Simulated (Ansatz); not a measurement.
Start from NiO in the rock salt structure (space group Fm-3m, No. 225; a = 4.189 Å; ferromagnetic).

The values are results of Ansatz (a first-principles code), r2SCAN, PAW, cutoff 500 eV, no spin-orbit coupling, not measurements.

For the base:

```
Property                                 Value
-----------------------------  ---------------
Gap character                  indirect, L → Γ
Width of the top valence band          2.79 eV
Pressure                               0.0 GPa
```

One thing is altered: the cell is scaled by 0.9789 in all directions; the atoms relax in the strained cell.

### Question
Predict the new mean gap deformation potential ΔEg/Δln V.

### Answer
The mean gap deformation potential ΔEg/Δln V amounts to +3.7 eV.

### Question
Predict the new gap character.

### Answer
The gap character stays indirect, L → Γ.

### Question
Predict the new width of the top valence band.

### Answer
The width of the top valence band increases by 0.406 eV, from 2.79 eV to 3.19 eV.

### Question
How does this affect the energy relative to the base?

### Answer
The energy grows by 27 meV/atom.

### Question
What does the calculation give for the pressure after the change?

### Answer
The pressure goes from zero to 15.9 GPa.

Stability against distortions was not tested. No Hubbard U is applied and the magnetic state is the run's own (NiO ferromagnetic); small cells can't hold the antiferromagnetic order that many such compounds have, so gaps and moments can be off. A gap here joins edges of opposite spin (a spin-flip gap). In its common phase, real NiO is an antiferromagnetic insulator at low temperature.
